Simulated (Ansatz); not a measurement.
Defect calculation: Co on the Ga site in metastable zinc-blende GaN

The numbers are results of PBE, PAW (plane waves to 420 eV; Ansatz, a first-principles code), not measurements. A 2×2×2 supercell of 64 sites was used; the energies come from a 2×2×2 shifted sampling of its zone. Site at the start: the Ga site. Finite-size correction: monopole term and site-potential alignment. Dielectric constants: PBE linear response of the host. Host gap at this level: 1.54 eV. Finite-size and sampling errors can reach tenths of an eV here. The semilocal functional narrows the gap, so deep levels can fall outside it. Spin–orbit coupling is left out, and no Hubbard U is applied to the open shells. Each state is the lowest found from its start.

Formation energies E_f are given with the Fermi level at the valence-band maximum. Chemical conditions: Ga-rich (Δμ(Ga) = 0.00 eV, Δμ(Co) = -1.03 eV, bounded by Ga3Co (P4_2/mnm); only phases computed here count, gases as isolated molecules at 0 K). Reference phases: Co: hcp Co, ferromagnetic, Ga: alpha gallium.

```csv
charge,moment (μB),largest move off a lattice site (Å),image correction with alignment (eV),"E_f, Ga-rich (eV)",above the lowest spin state (eV)
+1†,1.0,0.09,0.15,–,0.00
+1,5.0,0.04,0.16,3.77,0.25
0,4.0,0.02,0.00,3.98,0.00
0†,not spin-polarised,0.04,0.00,4.70,0.72
−1,3.0,0.04,0.18,5.15,0.00
−1,3.0,0.04,0.18,5.15,0.00
−2†,2.0,0.04,0.61,–,0.00
−2†,not spin-polarised,0.03,0.66,–,1.20
```

† Not settled in this cell, so no level is given: charge +1: a level filled in part; charge −2: level within 0.1 eV of a band edge or past it.

Starting moments that weren't kept: charge −1 began with 1 μB and ended with 3.0.

Transition levels above the valence-band maximum: ε(0/−1) = 1.17 eV. With a charge missing or unsettled, these needn't be thermodynamic levels.
